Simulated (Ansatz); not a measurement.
Take InP in the zinc blende structure (space group F-43m, No. 216; a = 5.9070 Å) as the base. Axes: x, y, z lie along the cube axes.

Level of theory: DFT with r2SCAN, PAW potentials and a 500 eV plane-wave cutoff in Ansatz (a program for electronic structure), without spin-orbit coupling.

For the base:

The pressure is 0.00 GPa.

It is then changed as follows: biaxial strain +0.50 %, plane normal [001], relaxed out of plane (Cartesian); in-plane vectors clamped, the third vector and the atoms free.

Question: What happens to the pressure?

Answer: The pressure (mean of the normal stresses, compression positive) goes from zero to -0.31 GPa.

Whether these cells are dynamically stable was not tested.
